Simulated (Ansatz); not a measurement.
Defect: C vacancy in 2H silicon carbide, neutral cell. All values below come from PBE, PAW (plane waves to 420 eV; Ansatz, a first-principles code).

Settings: 72 host sites, the relaxed PBE lattice, the Γ point alone, smearing 0.01 eV, spin-restricted, no image-charge correction. No zero-point or tunnelling terms. The host's phase is taken as given; its stability against other phases was not computed. The charge state is imposed; whether it is stable for some Fermi level was not computed. Forms of the defect that were not tried may lie lower.

Barriers: single points on a 2×2×2 k-point mesh shifted by half a step along c at the bands' geometries (they differ from the bands' own by up to 0.53 eV, and are uncertain by about as much).

Relaxed starting cell (atoms counted from 1):

```xyz
71
Lattice="9.2765 0.0000 0.0000 -4.6383 8.0337 0.0000 0.0000 0.0000 10.1479" Properties=species:S:1:pos:R:3 pbc="T T T"
Si     1.6914     0.9769     2.5581
Si     1.5229     0.8786     7.6205
Si     0.0196     3.5593     2.5451
Si    -0.0186     3.5706     7.6361
Si    -1.5455     6.2702     2.5455
Si    -1.5546     6.2314     7.6360
Si     4.6741     0.9021     2.4965
Si     4.6063     0.8824     7.5697
Si     3.1185     3.5960     2.4961
Si     3.0674     3.5470     7.5697
Si     1.5515     6.2513     2.5330
Si     1.5312     6.2394     7.6107
Si     7.7718     0.8976     2.5343
Si     7.6964     0.8773     7.6410
Si     6.1975     3.5775     2.5321
Si     6.1683     3.5606     7.6177
Si     4.6634     6.2813     2.5341
Si     4.6084     6.2261     7.6409
Si     0.0162     1.7852     0.0095
Si    -0.0195     1.6877     5.1923
Si    -1.5394     4.4664     0.0202
Si    -1.5710     4.4485     5.0979
Si    -3.0838     7.1542     0.0094
Si    -3.1857     7.1723     5.1925
Si     3.1188     1.8002    -0.0498
Si     2.9998     1.7307     4.9042
Si     1.5492     4.4639    -0.0091
Si     1.5285     4.4452     5.0738
Si     0.0028     7.1428    -0.0089
Si    -0.0241     7.1347     5.0741
Si     6.1886     1.7846    -0.0070
Si     6.1636     1.7868     5.0776
Si     4.6403     4.4663    -0.0070
Si     4.6299     4.4435     5.0778
Si     3.0884     7.1385     0.0122
Si     3.0546     7.1198     5.0792
C      1.5604     0.9002     9.5227
C      0.0118     3.5034     4.4699
C     -0.0009     3.5771     9.5422
C     -1.5975     6.2917     4.4704
C     -1.5403     6.2438     9.5422
C      4.6229     0.8697     4.4176
C      4.6470     0.8897     9.4864
C      3.0652     3.5676     4.4175
C      3.0944     3.5789     9.4864
C      1.5121     6.2287     4.4507
C      1.5458     6.2478     9.5242
C      7.7179     0.8675     4.4501
C      7.7312     0.8864     9.5448
C      6.1719     3.5628     4.4488
C      6.1890     3.5727     9.5314
C      4.6104     6.2498     4.4504
C      4.6336     6.2515     9.5448
C      0.0505     1.7877     1.9308
C     -0.0451     1.7818     7.0657
C     -1.5288     4.4725     1.9413
C     -1.5635     4.4525     7.0024
C     -3.0645     7.1833     1.9310
C     -3.1171     7.1030     7.0657
C      3.1868     1.8396     1.8182
C      3.0393     1.7540     6.9035
C      1.5580     4.4699     1.9065
C      1.5250     4.4541     6.9825
C      0.0121     7.1475     1.9066
C     -0.0179     7.1268     6.9827
C      6.2265     1.7917     1.9090
C      6.1613     1.7784     6.9843
C      4.6651     4.4957     1.9091
C      4.6211     4.4457     6.9843
C      3.1024     7.1467     1.9246
C      3.0750     7.1309     6.9933
```

End state 1 differs by these moves (Å; atoms that move under 0.08 Å are left out):

```csv
atom,element,Δx,Δy,Δz
1,Si,-0.17,-0.06,-0.06
5,Si,-0.15,0.06,0.01
8,Si,0.05,0.01,0.07
18,Si,0.06,0.01,-0.07
20,Si,0.03,0.08,-0.12
22,Si,0.12,0.04,0.09
24,Si,0.19,-0.09,-0.29
26,Si,0.11,0.03,0.17
30,Si,0.04,-0.09,0.12
40,C,-1.47,2.63,-0.05
50,C,0.06,0.05,0.02
54,C,-0.08,0.03,-0.02
55,C,0.06,-0.02,-0.08
57,C,0.04,-0.03,0.06
58,C,-0.12,0.01,-0.11
59,C,0.08,0.01,-0.16
60,C,-0.11,-0.05,0.09
61,C,0.07,0.02,0.08
65,C,0.06,0.01,0.08
```

**Question.** What forward and backward barriers to end state 1 does PBE, PAW give?

**Answer.** forward 3.28 eV, backward 3.28 eV; at the saddle point atom 40 has neighbours Si at 1.83, Si at 2.01, Si at 2.13, Si at 2.18, Si at 2.33 Å. The saddle point's order was not checked.
